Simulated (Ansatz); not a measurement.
Consider a periodic stack without vacuum, bcc Nb (1 1 0) on cubic CsPbBr3 (1 1 0) (film strained to the substrate, started from cuts of the bulks and a machine-learned relaxation; slabs Cs4Pb4Br10 and Nb24, which can lie off the formulas): substrate slab Cs4Pb4Br10, film Nb24, surface cells [[0, 1], [-1, 0]] and [[-4, -1], [-2, -2]], film strained by +4.6 and +4.6 %, outermost planes BrCsPb/BrCsPb and Nb/Nb as cut, which need not be the usual terminations and can put a slab off its formula. Its start:

```yaml
crystal:
  lattice:
    - [8.48528, 0.00000, -0.15793]
    - [0.00000, 6.00000, -0.00388]
    - [3.78576, 1.98457, 25.83826]
  atoms:
    - { symbol: Cs, position: [0.55778, 0.99711, 0.09852] }
    - { symbol: Pb, position: [0.22116, 0.61405, 0.01682] }
    - { symbol: Br, position: [0.91405, 0.14676, 0.01936] }
    - { symbol: Cs, position: [0.01734, 0.88016, 0.23665] }
    - { symbol: Pb, position: [0.54661, 0.44329, 0.22142] }
    - { symbol: Br, position: [0.33486, 0.48703, 0.12790] }
    - { symbol: Br, position: [0.82212, 0.54663, 0.14046] }
    - { symbol: Br, position: [0.53521, 0.93962, 0.23781] }
    - { symbol: Cs, position: [0.48107, 0.82439, 0.38247] }
    - { symbol: Pb, position: [0.98464, 0.38754, 0.39296] }
    - { symbol: Br, position: [0.73660, 0.41451, 0.31459] }
    - { symbol: Br, position: [0.23843, 0.42286, 0.29851] }
    - { symbol: Br, position: [0.94617, 0.89287, 0.38114] }
    - { symbol: Cs, position: [0.93528, 0.87514, 0.51978] }
    - { symbol: Pb, position: [0.54667, 0.42125, 0.60257] }
    - { symbol: Br, position: [0.20347, 0.42563, 0.47370] }
    - { symbol: Br, position: [0.71394, 0.37806, 0.48855] }
    - { symbol: Br, position: [0.24871, 0.95041, 0.59785] }
    - { symbol: Nb, position: [0.66517, 0.07972, 0.68298] }
    - { symbol: Nb, position: [0.31326, 0.20384, 0.68223] }
    - { symbol: Nb, position: [0.68113, 0.59362, 0.68709] }
    - { symbol: Nb, position: [0.33699, 0.71770, 0.68027] }
    - { symbol: Nb, position: [0.00308, 0.90349, 0.68274] }
    - { symbol: Nb, position: [0.99660, 0.40514, 0.68480] }
    - { symbol: Nb, position: [0.46253, 0.37053, 0.76312] }
    - { symbol: Nb, position: [0.13589, 0.53998, 0.76591] }
    - { symbol: Nb, position: [0.46349, 0.87284, 0.76547] }
    - { symbol: Nb, position: [0.13051, 0.03573, 0.76745] }
    - { symbol: Nb, position: [0.80015, 0.21199, 0.76426] }
    - { symbol: Nb, position: [0.80557, 0.71705, 0.76821] }
    - { symbol: Nb, position: [0.26359, 0.67603, 0.85514] }
    - { symbol: Nb, position: [0.93397, 0.84507, 0.85511] }
    - { symbol: Nb, position: [0.26608, 0.18010, 0.85371] }
    - { symbol: Nb, position: [0.93077, 0.34263, 0.85146] }
    - { symbol: Nb, position: [0.59557, 0.51381, 0.85083] }
    - { symbol: Nb, position: [0.60235, 0.02096, 0.84993] }
    - { symbol: Nb, position: [0.07209, 0.96614, 0.93876] }
    - { symbol: Nb, position: [0.73426, 0.15279, 0.93481] }
    - { symbol: Nb, position: [0.04884, 0.45564, 0.93626] }
    - { symbol: Nb, position: [0.72880, 0.64918, 0.93271] }
    - { symbol: Nb, position: [0.41774, 0.84354, 0.93179] }
    - { symbol: Nb, position: [0.40143, 0.33132, 0.93542] }
```

The start was prepared with a machine-learned potential, and the result is one local minimum, with the in-plane cell held and forces under 0.04 eV/Å; the film can end far from its bulk form.

Calculation: PBE (plane waves to 420 eV, PAW; Ansatz, a first-principles code). Scalar-relativistic, without spin–orbit coupling; the runs are not spin-polarised. Its k-point mesh 3×5×1, Fermi–Dirac width 0.05 eV.

Task: Predict the relaxed interface.

Result: 
```
Quantity                                                                                    Value
--------------------------------------------------------------------------------  ---------------
interface area                                                                            50.9 Å²
period                                                                                    27.02 Å
heights between the nearest atoms of the two slabs at the two interfaces          1.97 and 1.97 Å
Nb–Pb contacts across the interfaces within 1.22 times the sum of covalent radii   8, mean 3.14 Å
Br–Nb contacts across the interfaces within 1.22 times the sum of covalent radii   6, mean 2.76 Å
Cs–Nb contacts across the interfaces within 1.22 times the sum of covalent radii   2, mean 4.88 Å
```
